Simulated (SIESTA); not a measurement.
Worked example: self-consistent single point of Fe2Pt (P-3m1, 3 atoms in the cell) in SIESTA

Computed with SIESTA with GGA PBEsol, numerical atomic orbitals DZP, PseudoDojo PBEsol standard norm-conserving potentials (rewritten from UPF to PSML).

This input was run:

```
# files in the folder: Fe.psml Pt.psml (PseudoDojo PBEsol standard)
SystemName  Fe2Pt
SystemLabel Fe2Pt

NumberOfAtoms                3
NumberOfSpecies              2
%block ChemicalSpeciesLabel
  1 26 Fe
  2 78 Pt
%endblock ChemicalSpeciesLabel
LatticeConstant              1.0 Ang
%block LatticeVectors
     2.617600000    0.000000000    0.000000000
    -1.308800000    2.266908000    0.000000000
     0.000000000    0.000000000    6.276850000
%endblock LatticeVectors
AtomicCoordinatesFormat      ScaledCartesian
%block AtomicCoordinatesAndAtomicSpecies
    -0.000001309    1.511272756    4.045680899  1
     1.308801309    0.755635244    2.231169101  1
     0.000000000    0.000000000    0.000000000  2
%endblock AtomicCoordinatesAndAtomicSpecies

XC.functional                GGA
XC.authors                   PBEsol
PAO.BasisSize                DZP
PAO.EnergyShift              0.01 Ry
MeshCutoff                   400 Ry
%block kgrid.MonkhorstPack
   11   0   0  0.0
    0  11   0  0.0
    0   0   4  0.0
%endblock kgrid.MonkhorstPack
OccupationFunction           MP
OccupationMPOrder            0
ElectronicTemperature        0.2 eV
Spin                         polarized
%block DM.InitSpin
  1 +4.00
  2 +4.00
  3 +0.00
%endblock DM.InitSpin

MaxSCFIterations             150
SCF.Mixer.Method             Pulay
SCF.Mixer.Weight             0.1
SCF.Mixer.History            6
SCF.DM.Tolerance             1.0E-04
Diag.ParallelOverK           true
WriteForces                  true
Charge.Mulliken              end
```

The program printed (abridged):

```
reinit: Reading from file input.fdf

reinit: System Name: Fe2Pt
reinit: System Label: Fe2Pt

NOTE on units for spin output:
{S} is the spin magnetic moment, in units of the Bohr magneton,
assuming a g-factor for the electron spin of exactly 2.
The spin magnetic moment is then numerically equal to the charge inbalance,
in units of electrons, between the spin-up and -down channels.

coor:   Atomic-coordinates input format  =     Cartesian coordinates
coor:                                          (in units of alat)

siesta: Atomic coordinates (Bohr) and species
siesta:     -0.00000   2.85589   7.64523  1        1
siesta:      2.47328   1.42794   4.21630  1        2
siesta:      0.00000   0.00000   0.00000  2        3

siesta: System type = bulk

initatomlists: Number of atoms, orbitals, and projectors:      3    57    68

siesta: ******************** Simulation parameters ****************************
redata: Spin configuration                          = collinear
redata: Time-Reversal Symmetry                      = T
redata: Number of Atomic Species                    =        2
redata: Mesh Cutoff                                 =   400.0000 Ry
redata: Net charge of the system                    =     0.0000 |e|
redata: Min. number of SCF Iter                     =        0
redata: Max. number of SCF Iter                     =      150
redata: SCF convergence failure will abort job
redata: SCF mix quantity                            = Hamiltonian
redata: Mix DM or H after convergence               =   F
redata: Recompute H after scf cycle                 =   F
redata: Mix DM in first SCF step                    =   T
redata: No kicks to SCF
redata: DM Mixing Weight for Kicks                  =     0.5000
redata: Require Harris convergence for SCF          =   F
redata: Harris energy tolerance for SCF             =     0.000100 eV
redata: Require DM convergence for SCF              =   T
   [... lines left out ...]
diag: Used triangular part                          = Lower
diag: Absolute tolerance                            =  0.100E-15
diag: Orthogonalization factor                      =  0.100E-05
diag: Memory factor                                 =  1.0000

superc: Internal auxiliary supercell:     7 x     7 x     3  =     147
superc: Number of atoms, orbitals, and projectors:    441   8379   9996

                        Single-point calculation

superc: Internal auxiliary supercell:     7 x     7 x     3  =     147
superc: Number of atoms, orbitals, and projectors:    441   8379   9996

outcell: Unit cell vectors (Ang):
        2.617600    0.000000    0.000000
       -1.308800    2.266908    0.000000
        0.000000    0.000000    6.276850

outcell: Cell vector modules (Ang)   :    2.617600    2.617600    6.276850
outcell: Cell angles (23,13,12) (deg):     90.0000     90.0000    120.0000
outcell: Cell volume (Ang**3)        :     37.2459
new_DM -- step:     1
Initializing Density Matrix...

Attempting to read DM from file... Failed...
DM filled with atomic data (user-defined):

InitMesh: MESH = 30 x 30 x 80 = 72000
InitMesh: Mesh cutoff (required, used) =   400.000   448.951 Ry

stepf: Methfessel-Paxton step function
       Using Hermite-Gauss polynomials of order  0
        iscf     Eharris(eV)        E_KS(eV)     FreeEng(eV)     dDmax    Ef(eV) dHmax(eV)
   scf:    1   -10248.587561   -10330.549481   -10330.616893  0.633655 -1.109218 36.853768
     spin moment: {S} , |S| = {        0.0        0.0    4.93369 }     4.93369
   scf:    2   -10319.951093   -10352.784456   -10352.826114  0.333517 -1.025863 17.110963
     spin moment: {S} , |S| = {        0.0        0.0    6.37429 }     6.37429
   scf:    3   -10364.027209   -10360.608447   -10360.674169  0.160529 -1.509832  8.167551
     spin moment: {S} , |S| = {        0.0        0.0    6.13087 }     6.13087
   scf:    4   -10360.709588   -10362.694574   -10362.773588  0.201368 -3.148468  6.097433
     spin moment: {S} , |S| = {        0.0        0.0    5.78887 }     5.78887
   scf:    5   -10363.444564   -10363.826390   -10363.900286  0.052707 -2.957824  0.984434
     spin moment: {S} , |S| = {        0.0        0.0    5.94475 }     5.94475
   scf:    6   -10363.921954   -10363.879720   -10363.953711  0.026261 -3.120047  0.859375
   [... lines left out ...]
   scf:   13   -10363.917183   -10363.917123   -10363.988392  0.000539 -3.202315  0.006103
     spin moment: {S} , |S| = {        0.0        0.0    5.68043 }     5.68043
   scf:   14   -10363.917106   -10363.917115   -10363.988391  0.000108 -3.202280  0.005236
     spin moment: {S} , |S| = {        0.0        0.0    5.68060 }     5.68060
   scf:   15   -10363.917144   -10363.917129   -10363.988394  0.000222 -3.202671  0.001657
     spin moment: {S} , |S| = {        0.0        0.0    5.67953 }     5.67953
   scf:   16   -10363.917134   -10363.917132   -10363.988395  0.000028 -3.202652  0.001422
     spin moment: {S} , |S| = {        0.0        0.0    5.67945 }     5.67945
   scf:   17   -10363.917152   -10363.917142   -10363.988395  0.000150 -3.202308  0.000469
     spin moment: {S} , |S| = {        0.0        0.0    5.68002 }     5.68002
   scf:   18   -10363.917142   -10363.917142   -10363.988395  0.000007 -3.202286  0.000378
     spin moment: {S} , |S| = {        0.0        0.0    5.68007 }     5.68007
SCF Convergence by DM+H criterion
max |DM_out - DM_in|         :     0.0000069296
max |H_out - H_in|      (eV) :     0.0003777755
SCF cycle converged after 18 iterations

Using DM_out to compute the final energy and forces

siesta: E_KS(eV) =           -10363.9171

siesta: E_KS - E_eggbox =    -10363.9171

siesta: Atomic forces (eV/Ang):
     1   -0.000014    0.000008    0.891135
     2    0.000014   -0.000008   -0.891132
     3    0.000000   -0.000000   -0.000003
   Tot    0.000000   -0.000000   -0.000000
   Max    0.891135
   Res    0.420084    sqrt( Sum f_i^2 / 3N )
   Max    0.891135    constrained

Stress tensor Voigt[x,y,z,yz,xz,xy] (kbar):     -148.66     -148.56       52.45       -0.00        0.00        0.08
(Free)E + p*V (eV/cell)   -10362.0916
Target enthalpy (eV/cell)   -10363.9884

siesta: Program's energy decomposition (eV):
siesta: Ebs     =     -1744.574289
siesta: Eions   =     14706.945349
siesta: Ena     =      1861.175414
siesta: Ekin    =      4154.821570
siesta: Enl     =      -176.524858
siesta: Eso     =         0.000000
siesta: Edftu   =         0.000000
siesta: DEna    =       105.847934
siesta: DUscf   =         2.703393
siesta: DUext   =         0.000000
siesta: Ex      =     -1505.635696
siesta: Ec      =       -99.359549
siesta: Exc     =     -1604.995245
siesta: Eharris =    -10363.917142
siesta: Etot    =    -10363.917142
siesta: FreeEng =    -10363.988395

siesta: Atomic forces (eV/Ang):
siesta:      1   -0.000014    0.000008    0.891135
siesta:      2    0.000014   -0.000008   -0.891132
siesta:      3    0.000000   -0.000000   -0.000003
siesta: ----------------------------------------
siesta:    Tot    0.000000   -0.000000   -0.000000

siesta: Stress tensor (static) (eV/Ang**3):
siesta:    -0.092785    0.000051    0.000000
siesta:     0.000051   -0.092727   -0.000000
siesta:     0.000000   -0.000000    0.032735

siesta: Cell volume =         37.245939 Ang**3

siesta: Pressure (static):
siesta:                Solid            Molecule  Units
siesta:           0.00055465          0.00039704  Ry/Bohr**3
siesta:           0.05092554          0.03645411  eV/Ang**3
   [... lines left out ...]
siesta:          81.59170841         58.40591575  kBar
   [... lines left out ...]

              0.036   0.024   0.002

mulliken: Qtot =       27.840

mulliken: Spin DOWN

Species: Fe
Atom  Qatom  Qorb
               3s      4s      4s      3py     3pz     3px     4py     4pz
               4px     3dxy    3dyz    3dz2    3dxz    3dx2-y2 3dxy    3dyz
               3dz2    3dxz    3dx2-y2
   1  6.582   0.970   0.427  -0.119   1.005   1.005   1.005   0.166   0.167
              0.166   0.436   0.432   0.389   0.432   0.436  -0.072  -0.063

             -0.064  -0.063  -0.072
   2  6.582   0.970   0.427  -0.119   1.005   1.005   1.005   0.166   0.167
              0.166   0.436   0.432   0.389   0.432   0.436  -0.072  -0.063

             -0.064  -0.063  -0.072

Species: Pt
Atom  Qatom  Qorb
               5s      6s      6s      5py     5pz     5px     6py     6pz
               6px     5dxy    5dyz    5dz2    5dxz    5dx2-y2 5dxy    5dyz
               5dz2    5dxz    5dx2-y2
   3  8.996   0.970   0.560  -0.123   0.986   0.993   0.986   0.168   0.190
              0.168   0.809   0.866   0.764   0.866   0.809  -0.008  -0.005

              0.009  -0.005  -0.008

mulliken: Qtot =       22.160

Mulliken Atomic Populations:
Atom #   charge [q] valence [e]      Sz [e]  Species
     1     0.078117   15.921883    2.757545  Fe
     2     0.078114   15.921886    2.757543  Fe
     3    -0.156231   18.156231    0.164979  Pt
 Total     0.000000                5.680068
```

The run converged in 18 iterations.

The starting cell comes from a database of computed structures (which also holds hypothetical and non-ambient phases and stackings), without a prior relaxation at this level. The magnetic order is the one reached from the typed start; others were not searched systematically. Values carry the incompleteness of an atom-centred basis. With a pressure of about 8 GPa the cell is away from its equilibrium volume at this level.

Cost on one core of a shared machine: roughly 2 min.
